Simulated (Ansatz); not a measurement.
Data:

Host crystal: 3C silicon carbide, with a band gap (PBE, scalar-relativistic without spin-orbit coupling).

End structure of F on the 1x1 (110) surface of 3C silicon carbide (cut with top plane C + Si), one in a 1x1 cell, started at the site 'top Si':

```
CELL_PARAMETERS angstrom
      3.09713     0.00000     0.00000
      0.00000     4.38000     0.00000
      0.00000     0.00000    27.00000
ATOMIC_POSITIONS crystal
  C  0.00000 0.73682 0.35704
  Si 0.50000 0.54251 0.36602
  C  0.50000 0.23708 0.41341
  Si 0.00000 0.99317 0.41191
  C  0.00000 0.74537 0.47117
  Si 0.50000 0.49527 0.47189
  C  0.50000 0.24159 0.52841
  Si 0.00000 0.99155 0.52884
  C  0.00000 0.74001 0.58659
  Si 0.50000 0.49321 0.58631
  C  0.50000 0.21383 0.63784
  Si 0.00000 0.99494 0.64432
  F  0.00000 0.78596 0.69323
```

Model: 13-atom slab, 7.7 Å thick at the start under the adsorbate (thin: gaps and levels are the slab's own), 6x6x1 mesh, Fermi-Dirac 0.01 eV, dipole correction, 6 atoms held, the rest relaxed; symmetry of the start imposed; spin-polarised, ending with about 1.0 μB a cell; orders that need a larger cell were not tried, no spin-orbit, no U, no dispersion correction. At the end it is bonded to Si. In PBE it is, or lies within 0.03 eV of, the lowest of the starts that converged.

A negative adsorption energy means that the adsorbate is more stable on the surface than in its reference.

Q: Estimate the gap of the slab on its k-mesh that PBE run with Ansatz (an electronic-structure program) returns for this input.

A: 0.34 eV

Q: What change of the step from the bottom to the top vacuum level, against the clean slab does PBE give?

A: 1.08 eV

Q: Give the adsorption energy against ½ F2(g) at the level PBE.

A: -417 kJ/mol

Q: Give the highest filled level below the top vacuum level at the level PBE.

A: 6.58 eV
